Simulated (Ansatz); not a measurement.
## Response to strain in GaP

Consider GaP in the zinc blende structure (space group F-43m, No. 216; a = 5.451 Å).

Strains are applied to the cell and any free atomic positions relax.

Computed with plane-wave PAW DFT at the r2SCAN level (Ansatz, a program for electronic structure, 500 eV), no SOC.

Candidates:
(a) isotropic strain −1.00 %
(b) isotropic strain −3.00 %
(c) isotropic strain −1.50 %
(d) isotropic strain −2.00 %
(e) isotropic strain −0.50 %

Before the change:

```
Quantity    Value
--------  -------
Band gap  1.85 eV
```

Order them by band gap, lowest first.

(b) isotropic strain −3.00 % (1.67 eV), (d) isotropic strain −2.00 % (1.73 eV), (c) isotropic strain −1.50 % (1.76 eV), (a) isotropic strain −1.00 % (1.79 eV), (e) isotropic strain −0.50 % (1.82 eV)

Whether these cells are dynamically stable was not tested.
